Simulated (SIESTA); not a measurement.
Band structure of Zr3S2 (R32, 5 atoms in the cell).

```yaml
crystal:
  lattice:
    - [2.90254, 1.67578, 3.48777]
    - [-2.90254, 1.67578, 3.48777]
    - [0.00000, -3.35156, 3.48777]
  atoms:
    - { symbol: Zr, position: [0.16128, 0.83872, 0.50000] }
    - { symbol: Zr, position: [0.50000, 0.16128, 0.83872] }
    - { symbol: Zr, position: [0.83872, 0.50000, 0.16128] }
    - { symbol: S, position: [0.33497, 0.33497, 0.33497] }
    - { symbol: S, position: [0.66503, 0.66503, 0.66503] }
```

Method of the run: LDA PW92, numerical atomic orbitals DZP, PseudoDojo LDA standard norm-conserving potentials (rewritten from UPF to PSML) (SIESTA).

Settings: XC.functional = LDA; XC.authors = PW92; potentials = PseudoDojo LDA standard; PAO.BasisSize = DZP; PAO.EnergyShift = 0.005 Ry; MeshCutoff = 400 Ry; kgrid.MonkhorstPack = 7 7 7; OccupationFunction = FD; ElectronicTemperature = 0.1 eV; MaxSCFIterations = 150; SCF.Mixer.Method = Broyden; SCF.Mixer.Weight = 0.1; SCF.Mixer.History = 8; SCF.DM.Tolerance = 1.0E-04.

The starting cell comes from a database of computed structures (which also holds hypothetical and non-ambient phases and stackings), without a prior relaxation at this level. Values carry the incompleteness of an atom-centred basis.

Levels in eV from the Fermi level, bands 21 to 26:
| point | 21 | 22 | 23 | 24 | 25 | 26 |
|---|---|---|---|---|---|---|
| Γ | -2.57 | -1.82 | 0.12 | 0.12 | 0.70 | 0.70 |
| L | -1.14 | -1.12 | -0.86 | -0.65 | -0.11 | 0.98 |
| B1 | -1.25 | -1.10 | -0.59 | -0.53 | 0.41 | 0.84 |
| B | -1.25 | -1.10 | -0.59 | -0.53 | 0.41 | 0.84 |
| Z | -0.70 | -0.38 | -0.20 | -0.20 | 0.27 | 0.27 |
| X | -1.80 | -1.22 | -0.97 | -0.32 | 0.29 | 0.91 |
| Q | -1.80 | -1.22 | -0.97 | -0.32 | 0.29 | 0.91 |
| F | -1.89 | -1.19 | -0.83 | -0.27 | -0.05 | 0.92 |
| P1 | -1.22 | -0.89 | -0.50 | -0.47 | 0.28 | 0.74 |
| P | -1.22 | -0.89 | -0.50 | -0.47 | 0.28 | 0.74 |

Bands cross the Fermi level along this path, so the cell is metallic at this level.

Higher empty bands are left out: an atom-centred basis made for the valence describes them poorly.
